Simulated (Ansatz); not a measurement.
**TmNi (Pnma, No. 62)**

Calculation: LDA (PAW; Ansatz, a quantum-chemistry and plane-wave program).

Numerical settings: plane-wave cutoff 520 eV, 8×14×10 k mesh (along the axes of the cell as run), Fermi–Dirac smearing 0.05 eV, spin-polarised with parallel moments, scalar-relativistic PAW data made under PBE.

Cell: relaxed at this level.

* **band gap**: none
* **bulk modulus**: 76.9 GPa

Note: the magnetic order was assumed, not searched for or taken from measurement; the 4f shell is treated without U or exact exchange, so its levels and filling can be wrong; the bulk modulus is −V dP/dV from two relaxed cells at ±2 % in volume; the volume lies 7 % below that of the published cell.

Spin–orbit coupling is not included.

Static lattice: no zero-point or thermal effects.
